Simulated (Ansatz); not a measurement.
Total g(r) from a molecular-dynamics run [in the run: one k-point, which a denser mesh shifts by 0.1 GPa in pressure and 0.10 eV/Å in forces]. These are PBE (plane waves, PAW; Ansatz, an electronic-structure program) values and carry that method's errors.

| r (Å) | g(r) |
|---|---|
| 1.02 | 0.00 |
| 1.14 | 0.00 |
| 1.26 | 0.00 |
| 1.38 | 0.00 |
| 1.50 | 0.00 |
| 1.62 | 0.00 |
| 1.74 | 0.00 |
| 1.86 | 0.00 |
| 1.98 | 0.01 |
| 2.10 | 0.21 |
| 2.22 | 0.91 |
| 2.34 | 1.73 |
| 2.46 | 1.89 |
| 2.58 | 1.86 |
| 2.70 | 1.53 |
| 2.82 | 1.23 |
| 2.94 | 1.12 |
| 3.06 | 1.01 |
| 3.18 | 0.96 |
| 3.30 | 0.92 |
| 3.42 | 0.89 |
| 3.54 | 0.90 |
| 3.66 | 0.92 |
| 3.78 | 0.97 |
| 3.90 | 0.95 |
| 4.02 | 1.01 |
| 4.14 | 1.01 |
| 4.26 | 0.96 |
| 4.38 | 1.01 |
| 4.50 | 0.96 |
| 4.62 | 0.97 |
| 4.74 | 0.99 |
| 4.86 | 1.02 |
| 4.98 | 0.98 |
| 5.10 | 1.04 |
| 5.22 | 0.99 |
| 5.34 | 1.00 |

Task: Which system gave this curve?
(A) GaSi15, liquid, 2400 K
(B) Ta (bcc), crystal, 298 K, 6.8 GPa
(C) AlN (zinc blende; a metastable form), crystal, 2127 K
(D) AlN (zinc blende; a metastable form), crystal, 313 K, 2.0 GPa

Result: A, GaSi15, liquid, 2400 K
